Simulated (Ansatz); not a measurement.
A computed series for hypothetical P-3m1 Be3As2: response to strain

Start from Be$_{3}$As$_{2}$ (space group P-3m1, No. 164; a hypothetical phase, not in the database extracts checked).

```
Be3As2
1.0
    3.59890     0.00000     0.00000
   -1.79945     3.11674     0.00000
    0.00000     0.00000     5.96015
As Be
2 3
Cartesian
  0.00000   2.07783   1.37695
  1.79945   1.03891   4.58321
  0.00000   0.00000   0.00000
  0.00000   2.07783   3.62957
  1.79945   1.03891   2.33059
```

Cartesian axes are those of the cell as printed.

Strains are applied to the cell and any free atomic positions relax; under biaxial strain the out-of-plane vector relaxes too.

Levels (all Ansatz, a quantum-chemistry and plane-wave program, PAW): PBEsol (420 eV, no spin-orbit coupling); r2SCAN (500 eV, scalar-relativistic without spin-orbit coupling).

Pressures by level, all at the geometries relaxed with PBEsol:

```tsv
case	PBEsol	r2SCAN
base	0.0 GPa	1.9 GPa
biaxial strain −1.44 %, plane normal [001], relaxed out of plane	2.3 GPa	4.4 GPa
biaxial strain +0.97 %, plane normal [001], relaxed out of plane	-1.4 GPa	0.4 GPa
biaxial strain +3.37 %, plane normal [001], relaxed out of plane	-4.4 GPa	-2.7 GPa
uniaxial strain ε_zz = −3.23 %	3.6 GPa	5.8 GPa
```

Single points use the geometry relaxed with PBEsol. Their cutoffs differ, which shifts pressures a little. Without a gap, meshes like the base's 15×15×8 leave anisotropic stresses uncertain by several tenths of a GPa, and small strain energies with them. Stability against distortions was not tested. The final runs are not spin-polarised.
